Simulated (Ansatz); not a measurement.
ZnS (P3m1, No. 156, 20 atoms in the cell; start mp-557308; a measured phase of this formula has another space group), treated with HSE06 (PAW; Ansatz, a program for electronic structure).

Run with plane-wave cutoff 460 eV, 6×6×1 k mesh (along the axes of the cell as run), Fermi–Dirac smearing 0.01 eV, scalar-relativistic PAW data made under PBE.

Cell (relaxed with PBEsol):

```
ZnS
1.0
    3.78632     0.00000     0.00000
   -1.89316     3.27905     0.00000
    0.00000     0.00000    30.94657
Zn S
10 10
Direct
  0.00000   0.00000   0.59991
  0.66667   0.33333   0.20012
  0.66667   0.33333   0.79993
  0.33333   0.66667   0.69985
  0.00000   0.00000   0.30006
  0.00000   0.00000   0.00009
  0.33333   0.66667   0.90004
  0.66667   0.33333   0.49996
  0.33333   0.66667   0.10020
  0.33333   0.66667   0.40001
  0.00000   0.00000   0.07517
  0.00000   0.00000   0.67485
  0.33333   0.66667   0.97495
  0.33333   0.66667   0.47496
  0.66667   0.33333   0.57491
  0.33333   0.66667   0.77479
  0.66667   0.33333   0.27506
  0.33333   0.66667   0.17512
  0.00000   0.00000   0.37501
  0.66667   0.33333   0.87501
```

Question: What does this level give for the band gap?

Answer: 
- band gap = 3.48 eV (on the SCF k mesh)

Note: cell and atoms aren't relaxed at this level (pressure 3.1 GPa).

Computed values are for the static lattice.

Computing time: about 28 core-minutes (a rough figure).

A start named mp-… is a Materials Project structure, which need not be a measured phase.
